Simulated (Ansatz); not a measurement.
Amorphous Hf₁₈O₃₇Ag₂, 57 atoms at 8.95 g/cm³, one PBE-relaxed geometry, zone centre. Methods: PBE, scalar-relativistic without spin-orbit coupling (Ansatz, a program for electronic structure); r2SCAN, scalar-relativistic without spin-orbit coupling (Ansatz); HSE06, scalar-relativistic without spin-orbit coupling (Ansatz). Plane waves to 420 eV (r2SCAN 500 eV); exact exchange is cut at the cell's faces. At PBE the levels at the filled edge of the gap are localised (band-tail or defect states), and the nearest spread-out levels lie 3.0 eV apart at the zone centre. All rungs ran without spin polarisation.

It comes from a melt-quench run on a machine-learned potential (CHGNet), relaxed afterwards by DFT. O atoms were pushed apart under 1.9 Å during the dynamics, to hinder bonds among them. The hot cell started wider than the set density and was brought back towards it in steps. It is the lowest in DFT energy of 2 quenches. It is a model cell: composition and starting density were chosen by hand, and all elements were melted together. No dispersion term was used. Its density started from a set value of 8.95 and ended at 8.95 g/cm³. Cooling (nominally 380 K/ps over its main leg) ran many orders faster than in experiment, which tends to leave more defects and strain. A cell of this size samples the disorder only roughly. The volume was held where the preparation left it and the shape relaxed, at a PBE pressure of 0.3 GPa.

The relaxation ran on the zone centre alone. At PBE the level gap is 2.66 eV on a 2×2×2 Γ-centred mesh, and the spacing at the zone centre alone 2.71 eV.

**Question.** What zone-centre spacing does r2SCAN give, roughly?

**Answer.** 3.14 eV (+0.43 eV against PBE).

**Question.** What zone-centre spacing does HSE06 give, roughly?

**Answer.** 4.25 eV (+1.55 eV against PBE).

The highest filled and the lowest empty state spread over these numbers of atoms (participation numbers): PBE: 4.7 and 15.6; r2SCAN: 4.2 and 15.1; HSE06: 5.2 and 16.2.
